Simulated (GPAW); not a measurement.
```yaml
crystal:
  lattice:
    - [5.46518, 0.00000, 0.00000]
    - [0.00000, 5.46518, 0.00000]
    - [0.00000, 0.00000, 5.46518]
  atoms:
    - { symbol: Zr, position: [0.50000, 0.25000, 0.00000] }
    - { symbol: Zr, position: [0.50000, 0.75000, 0.00000] }
    - { symbol: Zr, position: [0.25000, 0.00000, 0.50000] }
    - { symbol: Zr, position: [0.75000, 0.00000, 0.50000] }
    - { symbol: Zr, position: [0.00000, 0.50000, 0.25000] }
    - { symbol: Zr, position: [0.00000, 0.50000, 0.75000] }
    - { symbol: Sn, position: [0.50000, 0.50000, 0.50000] }
    - { symbol: Sn, position: [0.00000, 0.00000, 0.00000] }
```

Method: LDA (Perdew-Wang 92), GPAW PAW datasets LDA (gpaw-data 1.0.1) (plane waves; GPAW 25.7.0).

The set-up and first iterations of a GPAW log for Zr₃Sn (Pm-3n, 8 atoms in the cell):

```
Input parameters:
  convergence: {density: 1e-05}
  kpts: [5 5 5]
  maxiter: 150
  mode: {ecut: 600.0,
         name: pw}
  nbands: -12
  occupations: {fixmagmom: False,
                name: fermi-dirac,
                width: 0.1}
  symmetry: {symmorphic: False,
             tolerance: 0.0005}

species:
  Zr:
    name: Zirconium
    Z: 40.0
    valence: 12
    core: 28
    charge: 0.0
    file: Zr.LDA.gz

    # Using partial waves for Zr as LCAO basis

  Sn:
    name: Tin
    Z: 50.0
    valence: 14
    core: 36
    charge: 0.0
    file: Sn.LDA.gz

    # Using partial waves for Sn as LCAO basis

Reference energy: -922450.549795  # eV

Spin-paired calculation

Convergence criteria:
 Maximum [total energy] change in last 3 cyles: 0.0005 eV / valence electron
 Maximum integral of absolute [dens]ity change: 1e-05 electrons / valence electron
 Maximum integral of absolute [eigenst]ate change: 4e-08 eV^2 / valence electron
   [... lines left out ...]

Hamiltonian:
  XC and Coulomb potentials evaluated on a 64*64*64 grid
  External potential:
    NoExternalPotential

Number of atoms: 8
Number of atomic orbitals: 96
Number of bands in calculation: 62
Number of valence electrons: 100
Bands to converge: occupied

Density initialized from atomic densities
  62 bands from LCAO basis set

Atomic positions and initial magnetic moments

Positions:
   0 Zr     2.732590    1.366295    0.000000    ( 0.0000,  0.0000,  0.0000)
   1 Zr     2.732590    4.098885    0.000000    ( 0.0000,  0.0000,  0.0000)
   2 Zr     1.366295    0.000000    2.732590    ( 0.0000,  0.0000,  0.0000)
   3 Zr     4.098885    0.000000    2.732590    ( 0.0000,  0.0000,  0.0000)
   4 Zr     0.000000    2.732590    1.366295    ( 0.0000,  0.0000,  0.0000)
   5 Zr     0.000000    2.732590    4.098885    ( 0.0000,  0.0000,  0.0000)
   6 Sn     2.732590    2.732590    2.732590    ( 0.0000,  0.0000,  0.0000)
   7 Sn     0.000000    0.000000    0.000000    ( 0.0000,  0.0000,  0.0000)

Unit cell:
           periodic     x           y           z      points  spacing
  1. axis:    yes    5.465180    0.000000    0.000000    32     0.1708
  2. axis:    yes    0.000000    5.465180    0.000000    32     0.1708
  3. axis:    yes    0.000000    0.000000    5.465180    32     0.1708

  Lengths:   5.465180   5.465180   5.465180
  Angles:   90.000000  90.000000  90.000000

Effective grid spacing dv^(1/3) = 0.1708
     iter     time        total  log10-change:
                         energy   eigst   dens
iter:   1 --:--:--   -63.022579
iter:   2 --:--:--   -63.055467   -0.42  -1.44
iter:   3 --:--:--   -62.211107   -0.86  -1.46
iter:   4 --:--:--   -62.244934   -1.48  -1.96
iter:   5 --:--:--   -62.191005   -2.11  -2.04
iter:   6 --:--:--   -62.227926   -2.29  -2.21
iter:   7 --:--:--   -62.209029c  -3.15  -2.50
iter:   8 --:--:--   -62.202264c  -2.84  -2.54
iter:   9 --:--:--   -62.201196c  -3.38  -3.07
iter:  10 --:--:--   -62.200315c  -4.71  -3.19
iter:  11 --:--:--   -62.199920c  -4.38  -3.40
iter:  12 --:--:--   -62.200026c  -4.75  -3.76
iter:  13 --:--:--   -62.199952c  -6.29  -4.21
iter:  14 --:--:--   -62.199929c  -6.72  -4.47
iter:  15 --:--:--   -62.199930c  -7.41c -4.53
iter:  16 --:--:--   -62.199907c  -6.75  -4.48
iter:  17 --:--:--   -62.199911c  -8.26c -4.52
iter:  18 --:--:--   -62.199909c  -8.53c -4.54
iter:  19 --:--:--   -62.199902c  -7.69c -4.54
iter:  20 --:--:--   -62.199907c  -8.41c -4.55
iter:  21 --:--:--   -62.199904c  -8.38c -4.55
iter:  22 --:--:--   -62.199884c  -6.67  -4.55
iter:  23 --:--:--   -62.199885c  -8.12c -4.52
iter:  24 --:--:--   -62.199894c  -7.45c -4.53
iter:  25 --:--:--   -62.199877c  -6.67  -4.54
iter:  26 --:--:--   -62.199875c  -5.65  -4.48
iter:  27 --:--:--   -62.199890c  -5.64  -4.14
iter:  28 --:--:--   -62.199887c  -7.27  -4.51
```

How does the run end?

The run converged in 42 iterations. Its thresholds were met; that alone does not show that basis and mesh suffice. It ends on: free energy E − TS (from the program's reference atoms) -62.3621 eV; Fermi level (on the code's own zero) 10.45 eV; pressure 3.00 GPa. The log goes on:

```
iter:  29 --:--:--   -62.199881c  -7.83c -4.50
iter:  30 --:--:--   -62.199884c  -8.37c -4.48
iter:  31 --:--:--   -62.199870c  -6.14  -4.49
iter:  32 --:--:--   -62.199902c  -5.84  -4.36
iter:  33 --:--:--   -62.199896c  -7.47c -4.54
iter:  34 --:--:--   -62.199869c  -5.48  -4.55
iter:  35 --:--:--   -62.199863c  -6.89  -4.24
iter:  36 --:--:--   -62.199864c  -7.11  -4.32
iter:  37 --:--:--   -62.199875c  -6.23  -4.44
iter:  38 --:--:--   -62.199872c  -7.76c -4.85
iter:  39 --:--:--   -62.199866c  -6.79  -4.90
iter:  40 --:--:--   -62.199868c  -8.29c -4.88
iter:  41 --:--:--   -62.199872c  -7.78c -4.99
iter:  42 --:--:--   -62.199871c  -9.30c -5.33c
Converged after 42 iterations.

Dipole moment: (-0.000000, -0.000000, -0.000000) |e|*Ang

Energy contributions relative to reference atoms: (reference = -922450.549795)

Kinetic:        +45.296798
Potential:      -37.062638
External:        +0.000000
XC:             -72.619916
Entropy (-ST):   -0.324453
Local:           +2.348111
SIC:             +0.000000
--------------------------
Free energy:    -62.362098
Extrapolated:   -62.199871

Showing only first 2 kpts
 Kpt  Band  Eigenvalues  Occupancy
  0    48      9.58766    1.99963
  0    49     10.35926    1.40924
  0    50     10.35926    1.40924
  0    51     10.35926    1.40924

  1    48      9.69324    1.99893
  1    49     10.33251    1.51423
  1    50     10.36361    1.39095
  1    51     10.36361    1.39095

Fermi level: 10.44620

No gap
No difference between direct/indirect transitions
Energy (eV): -62.199871

Forces in eV/Ang:
  0 Zr    0.00000    0.00000    0.00000
  1 Zr    0.00000    0.00000    0.00000
  2 Zr    0.00000    0.00000    0.00000
  3 Zr    0.00000    0.00000    0.00000
  4 Zr    0.00000    0.00000   -0.00000
  5 Zr    0.00000    0.00000   -0.00000
  6 Sn   -0.00000   -0.00000    0.00000
  7 Sn   -0.00000    0.00000    0.00000

Stress tensor:
    -0.018724     0.000000     0.000000
     0.000000    -0.018724     0.000000
     0.000000     0.000000    -0.018724
Stress (GPa, Voigt): [-2.9999 -2.9999 -2.9999  0.      0.      0.    ]
```

For comparison: a first run was changed to give this one (lattice scaled by 0.98), and from it to this one the free energy drops by 4.3 meV/atom and the pressure goes from -3.97 to 3.00 GPa.

The starting cell comes from a database of computed structures (which also holds hypothetical and non-ambient phases and stackings), without a prior relaxation at this level. Its lattice was rescaled by a random factor within 2.5 % of one. For this run, on top of that: lattice scaled by 0.98.

The run was DFT LDA (Perdew-Wang 92), plane waves, GPAW PAW datasets LDA (gpaw-data 1.0.1). Main settings of its input:

- mode = pw
- ecut = 600 eV
- xc = LDA
- kpts = 5 5 5
- mesh shift (steps) = 0 0 0
- occupations.name = fermi-dirac
- occupations.width = 0.1 eV
- nbands = -12
- convergence.density = 1e-05 e/electron
- symmetry.symmorphic = false
- symmetry.tolerance = 0.0005
- maxiter = 150
